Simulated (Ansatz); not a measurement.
Al on the Si site + C vacancy in metastable 2H silicon carbide (start: the Si site; C 1.91 Å away, along c; 96-site cell, 2×2×2 shifted sampling). Calculation: PBE, PAW (plane waves to 420 eV; Ansatz, a program for electronic structure). Total energies of the localised charge states, counted from that of charge +1, and their image corrections (point charge with alignment); the host's valence-band maximum lies at 9.434 eV on the cells' energy zero and its gap is 2.31 eV.

```csv
charge,moment (μB),E − E(first) (eV),correction (eV)
+1,not spin-polarised,0.000,0.124
0,1.0,10.927,0.021
```

Problem. Derive the transition levels above the valence-band maximum and say which of them are thermodynamic.

Solution. A level is the Fermi energy at which two charges have equal formation energy: ε(q/q′) = [E(q′) + corr(q′) − E(q) − corr(q)] / (q − q′) − E_VBM.
ε(+1/0) = [(10.927 + 0.021) − (0.000 + 0.124)] / 1 − 9.434 = 1.39 eV
Thermodynamic levels at least 0.1 eV inside the gap: (+1/0) at 1.39 eV. They hold to tenths of an eV in this cell. Only the charges listed were compared. At charge +2 the carrier sat in host band states, shallow at most. The geometries come from one start. Flagged in the runs: a host whose relaxation on this sampling wasn't shown to rest.
